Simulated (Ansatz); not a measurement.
rock-salt TiC: the defect Ti vacancy + W on the Ti site

Calculation: PBE, PAW (plane waves to 420 eV; Ansatz, an electronic-structure program). Set-up: 64-site cell; 4×4×4 shifted k-points; start: the Ti site; Ti 3.06 Å away; no spin–orbit coupling; no Hubbard U; energies good to tenths of an eV; the relaxation kept the symmetry of the starting site; relaxed from one start, so a lower configuration may exist.

Neighbours after relaxation, in Å: of the emptied site: C 2.20, C 2.20, C 2.23, C 2.23, C 2.23, C 2.23; of the W atom: C 2.10, C 2.10, C 2.15, C 2.15, C 2.20, C 2.20.

Formation energies E_f are those of the neutral cell. Chemical conditions: C-rich (Δμ(Ti) = -1.66 eV, Δμ(W) = -0.29 eV, bounded by hexagonal WC; only phases computed here count, gases as isolated molecules at 0 K). Reference phases: Ti: hcp Ti, W: bcc W.

The name describes the start; the neighbours show where the atoms ended.

| charge | moment (μB) | point group | largest move off a lattice site (Å) | E_f, C-rich (eV) |
|---|---|---|---|---|
| 0 | not spin-polarised | C2v | 0.06 | 5.91 |

Point groups are those of the whole cell at tolerances of 0.03 and 0.1 Å ("near" where only the looser one holds); none is given for unsettled states.

All states together cost around 50 core-minutes (rough).
